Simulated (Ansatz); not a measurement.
Results of r²SCAN+SOC (Ansatz, a program for electronic structure, plane waves, PAW) for Ta2O5 (within 0.1 Å of Cmmm, No. 65, 7 atoms in the cell; start mp-1238961).

Input:

Ansatz 0.2 input:
```yaml
crystal:
  lattice:
    - [3.8393506687, 0.0, -0.02955224]
    - [0.0, 3.8599771886, 0.0]
    - [-1.8681916429, 0.0, 6.51876283]
  atoms:
    - { symbol: Ta, position: [0.6461161121, 0.0, 0.7921446296] }
    - { symbol: Ta, position: [0.3538838879, 0.0, 0.2078553704] }
    - { symbol: O, position: [0.6496712724, 0.5, 0.7989406074] }
    - { symbol: O, position: [0.3503287276, 0.5, 0.2010593926] }
    - { symbol: O, position: [0.1852198252, 0.0, 0.8703151523] }
    - { symbol: O, position: [0.8147801748, 0.0, 0.1296848477] }
    - { symbol: O, position: [0.5, 0.0, 0.5] }
basis:
  ecutwfc: 560
  ecutrho_ratio: 4
  xc_grid: 3
kpoints:
  mp_grid: { grid: [10, 10, 6] }
  band_path:
    path:
      - [0.0, 0.0, 0.0]
      - [0.0, 0.0625, 0.0]
      - [0.0, 0.125, 0.0]
      - [0.0, 0.1875, 0.0]
      - [0.0, 0.25, 0.0]
      - [0.0, 0.3125, 0.0]
      - [0.0, 0.375, 0.0]
      - [0.0, 0.4375, 0.0]
      - [0.0, 0.5, 0.0]
      - [0.0, 0.5, 0.125]
      - [0.0, 0.5, 0.25]
      - [0.0, 0.5, 0.375]
      - [0.0, 0.5, 0.5]
      - [0.0, 0.4375, 0.5]
      - [0.0, 0.375, 0.5]
      - [0.0, 0.3125, 0.5]
      - [0.0, 0.25, 0.5]
      - [0.0, 0.1875, 0.5]
      - [0.0, 0.125, 0.5]
      - [0.0, 0.0625, 0.5]
      - [0.0, 0.0, 0.5]
      - [0.0, 0.0, 0.375]
      - [0.0, 0.0, 0.25]
      - [0.0, 0.0, 0.125]
      - [-0.0625, 0.0, 0.0625]
      - [-0.125, 0.0, 0.125]
      - [-0.1875, 0.0, 0.1875]
      - [-0.25, 0.0, 0.25]
      - [-0.3125, 0.0, 0.3125]
      - [-0.375, 0.0, 0.375]
      - [-0.4375, 0.0, 0.4375]
      - [-0.5, 0.0, 0.5]
      - [-0.5, 0.0625, 0.5]
      - [-0.5, 0.125, 0.5]
      - [-0.5, 0.1875, 0.5]
      - [-0.5, 0.25, 0.5]
      - [-0.5, 0.3125, 0.5]
      - [-0.5, 0.375, 0.5]
      - [-0.5, 0.4375, 0.5]
      - [-0.5, 0.5, 0.5]
      - [-0.4375, 0.5, 0.4375]
      - [-0.375, 0.5, 0.375]
      - [-0.3125, 0.5, 0.3125]
      - [-0.25, 0.5, 0.25]
      - [-0.1875, 0.5, 0.1875]
      - [-0.125, 0.5, 0.125]
      - [-0.0625, 0.5, 0.0625]
      - [-0.0625, 0.5, 0.0]
      - [-0.125, 0.5, 0.0]
      - [-0.1875, 0.5, 0.0]
      - [-0.25, 0.5, 0.0]
      - [-0.3125, 0.5, 0.0]
      - [-0.375, 0.5, 0.0]
      - [-0.4375, 0.5, 0.0]
      - [-0.5, 0.5, 0.0]
      - [-0.5, 0.4375, 0.0]
      - [-0.5, 0.375, 0.0]
      - [-0.5, 0.3125, 0.0]
      - [-0.5, 0.25, 0.0]
      - [-0.5, 0.1875, 0.0]
      - [-0.5, 0.125, 0.0]
      - [-0.5, 0.0625, 0.0]
      - [-0.5, 0.0, 0.0]
      - [-0.4375, 0.0, 0.0]
      - [-0.375, 0.0, 0.0]
      - [-0.3125, 0.0, 0.0]
      - [-0.25, 0.0, 0.0]
      - [-0.1875, 0.0, 0.0]
      - [-0.125, 0.0, 0.0]
      - [-0.0625, 0.0, 0.0]
    npoints: 1
hamiltonian:
  xc: r2scan
  dispersion: none
  pseudopotentials: { kind: paw }
scf:
  occupations: { method: fermi_dirac, width: 0.01 }
  convergence: { dr2_threshold: 0.0000000007 }
output:
  forces: true
  stress: true
  eigenvalues: true
  write_bands: true
magnetization:
  noncollinear: true
  spin_orbit: true
```

Output (set-up and result lines):

```
Crystal: 7 atoms, lattice volume = 96.394 Å³
Basis set: ecut = 560 eV, 2913 PW (Γ), exchange–correlation on 90×90×162 points (27 copies of the dense FFT grid, shifted against one another)
Bands: 70, of which v1, the nominal top of the filled ones, is band 56 counted from 1 (55 counted from 0)
Symmetry: 4 space group operations + 4 with time reversal
k-points: 192 of 600
Initial density: superposition of atomic densities (chi_scale 0.1, normalization cell, long waves kept (reshape's long-wave potential 0.02 eV rms))
Functional: x = r2scan, c = r2scan; τ floored in thin density (d = 2e-4 eV/Å³)
spin=Noncollinear: Resta preconditioning applied to the charge; magnetization (m_x, m_y, m_z) channels mix plain (no charge-response kernel on spin).
SCF 1 converged in 12 iterations: F = -22692.119087 eV  dr2 = 9.29e-11
SCF converged after 12 iterations
Free energy (F): -22692.119087 eV
Internal energy: -22692.119087 eV  (E = F + TS)
E sigma→0 (E₀):  -22692.119087 eV
Fermi energy:    8.063025 eV
--- Forces (eV/Å), atoms counted from 1 ---
  atom   1  Ta    -0.00109337     0.00000000    -0.13670734
  atom   2  Ta     0.00109337     0.00000000     0.13670734
  atom   3  O     -0.00039726     0.00000000     0.00620939
  atom   4  O      0.00039726     0.00000000    -0.00620939
  atom   5  O      0.00001321     0.00000000    -0.00642895
  atom   6  O     -0.00001321     0.00000000     0.00642895
  atom   7  O      0.00000000     0.00000000     0.00000000
--- Stress (GPa, compression-positive) ---
        0.240679       0.000000      -0.000907
        0.000000      -0.753703       0.000000
       -0.000901       0.000000       0.168081
  P = ⅓ Tr σ = -0.1150 GPa (-1.150 kbar)
```

The PAW data were made under PBE.

Note: cell and atoms aren't relaxed at this level (largest force component 0.14 eV/Å).

Cost on a shared machine: roughly 12 core-minutes.

A start named mp-… is a Materials Project structure, which need not be a measured phase.
